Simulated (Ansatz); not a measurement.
Levels about the gap of amorphous Si$_{12}$B$_{24}$N$_{40}$ (76 atoms in a cell of 915 Å³, 2.10 g/cm³; zone centre alone, so wide bands show as single levels with stretches between that a denser mesh fills), at the geometry that PBE relaxed, where it gives -3.9 GPa on a denser mesh. The participation number counts the atoms over which a state spreads; weights are charges in smoothed Voronoi cells. The levels come from a single point, so bond lengths are those of that geometry. Method of the levels: PBE, scalar-relativistic without spin-orbit coupling (Ansatz, an electronic-structure program). Sampling: the zone centre alone; Fermi-Dirac width 0.02 eV; no spin polarisation. At PBE the levels at the filled edge of the gap are localised (band-tail or defect states).

A CHGNet melt-quench gave the starting glass, which DFT then relaxed. N atoms were pushed apart under 1.9 Å during the dynamics, to hinder bonds among them. The hot cell started wider than the set density and was brought back towards it in steps. It is the lowest in DFT energy of 2 quenches. It is a model cell: composition and starting density were chosen by hand, and all elements were melted together. No dispersion term was used. Its density started from a set value of 2.10 and ended at 2.10 g/cm³. The quench (nominally 500 K/ps over its main leg) was far faster than any real one, so the model tends to hold more defects than a real film. One small periodic cell is one sample of the glass; other quenches scatter about these values. The volume was held where the preparation left it and the shape relaxed, at a PBE pressure of -3.9 GPa (tension). Stress components on the final sampling reach 4.0 GPa.

```json
[
 {"E - E(highest filled), eV": "-0.73", "filling": "filled", "participation number": "16.8", "largest on": "N, 2 neighbours", "weight N": "0.86", "weight B": "0.08", "weight Si": "0.05"},
 {"E - E(highest filled), eV": "-0.67", "filling": "filled", "participation number": "6.3", "largest on": "N, 2 neighbours", "weight N": "0.81", "weight B": "0.09", "weight Si": "0.10"},
 {"E - E(highest filled), eV": "-0.62", "filling": "filled", "participation number": "18.9", "largest on": "N, 2 neighbours", "weight N": "0.85", "weight B": "0.10", "weight Si": "0.05"},
 {"E - E(highest filled), eV": "-0.51", "filling": "filled", "participation number": "17.2", "largest on": "N, 3 neighbours", "weight N": "0.85", "weight B": "0.10", "weight Si": "0.05"},
 {"E - E(highest filled), eV": "-0.28", "filling": "filled", "participation number": "16.2", "largest on": "N, 3 neighbours", "weight N": "0.87", "weight B": "0.08", "weight Si": "0.05"},
 {"E - E(highest filled), eV": "-0.14", "filling": "filled", "participation number": "14.8", "largest on": "N, 3 neighbours", "weight N": "0.86", "weight B": "0.10", "weight Si": "0.04"},
 {"E - E(highest filled), eV": "0.00", "filling": "filled", "participation number": "2.8", "largest on": "N, 2 neighbours", "weight N": "0.87", "weight B": "0.07", "weight Si": "0.06"},
 {"E - E(highest filled), eV": "2.14", "filling": "empty", "participation number": "7.0", "largest on": "Si, 3 neighbours", "weight N": "0.37", "weight B": "0.23", "weight Si": "0.40"},
 {"E - E(highest filled), eV": "2.40", "filling": "empty", "participation number": "21.1", "largest on": "B, 3 neighbours", "weight N": "0.31", "weight B": "0.56", "weight Si": "0.13"},
 {"E - E(highest filled), eV": "2.50", "filling": "empty", "participation number": "15.2", "largest on": "B, 3 neighbours", "weight N": "0.31", "weight B": "0.57", "weight Si": "0.12"},
 {"E - E(highest filled), eV": "2.69", "filling": "empty", "participation number": "9.5", "largest on": "B, 2 neighbours", "weight N": "0.31", "weight B": "0.60", "weight Si": "0.09"},
 {"E - E(highest filled), eV": "2.91", "filling": "empty", "participation number": "30.7", "largest on": "B, 3 neighbours", "weight N": "0.39", "weight B": "0.44", "weight Si": "0.17"},
 {"E - E(highest filled), eV": "3.11", "filling": "empty", "participation number": "31.5", "largest on": "Si, 3 neighbours", "weight N": "0.35", "weight B": "0.42", "weight Si": "0.23"},
 {"E - E(highest filled), eV": "3.22", "filling": "empty", "participation number": "50.4", "largest on": "B, 3 neighbours", "weight N": "0.41", "weight B": "0.41", "weight Si": "0.18"}
]
```

Most localised among these is the filled level at +0.00 eV, on a N atom, which has 2 neighbours (B 1.36 Å, Si 1.63 Å).
